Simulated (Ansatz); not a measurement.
PBE against PBEsol: NbSi2, V on a Nb site

Base system: an 18-atom supercell of NbSi2 (space group P6_222, No. 180; a = 4.810 Å, c = 6.618 Å) at its relaxed geometry.

(Cell as relaxed with PBE.)

Levels (all Ansatz, a first-principles code, PAW, earlier PAW set): PBE (420 eV, no spin-orbit coupling); PBEsol (420 eV, scalar-relativistic without spin-orbit coupling).

Each level relaxes its own structure.

Perturbation: one Nb atom is replaced by V, atoms relaxed at fixed cell, starting from a slightly rattled geometry.

```json
[
 {"quantity": "pressure", "PBE": "-3.4 GPa", "PBEsol": "(withheld)"},
 {"quantity": "largest displacement of a host atom from its site in the perfect cell", "PBE": "0.06 Å", "PBEsol": "(withheld)"},
 {"quantity": "total moment of the cell", "PBE": "0.0 μB", "PBEsol": "(withheld)"}
]
```

**Question.** Given the PBE results, estimate those of PBEsol.

**Answer.** 
- pressure, PBEsol: -3.7 GPa
- largest displacement of a host atom from its site in the perfect cell, PBEsol: 0.06 Å
- total moment of the cell, PBEsol: 0.0 μB

PBE's pressure lies 0.3 GPa above PBEsol's; the two agree on the largest displacement of a host atom from its site in the perfect cell and total moment of the cell. Neither level is exact; PBEsol is the comparison here, not a measurement.

The magnetic state is the one reached from the starting moments; the real material's order can differ, and small cells can't hold many antiferromagnetic ones. In so small a cell the defect repeats every few ångströms: this is an ordered compound, not a dilute defect. Starting moments died away, wholly or in part, for V on a Nb site; another magnetic solution may exist. Spin-polarised in the final run: PBE V on a Nb site and PBEsol V on a Nb site; the other runs are not. An odd electron count without spin: NbSi2.
